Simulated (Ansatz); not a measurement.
A (6,6) ZnO nanotube has 24 atoms in a period of 3.284 Å, a mean diameter of 10.87 Å, and lies 16 meV/atom over the flat sheet relaxed at the same level.

Calculation: PBE (plane waves to 420 eV, PAW; Ansatz, a first-principles code). Mesh 1×1×10. No spin polarisation. Isolated but for its images some 11 Å away. A hypothetical model, rolled from the flat sheet. It keeps the symmetry and period of its start, so it need not be a minimum against all distortions.

Q: Which bending rigidity of the sheet does this imply in the thin-plate picture?

A: A plate bent to radius R stores D/(2R²) an area. The area an atom is π × 10.87 × 3.284/24 = 4.67 Å², so the stored energy is 0.016/4.67 = 0.0034 eV/Å². With R = 5.435 Å, D = 2R² × 0.0034 = 0.20 eV.
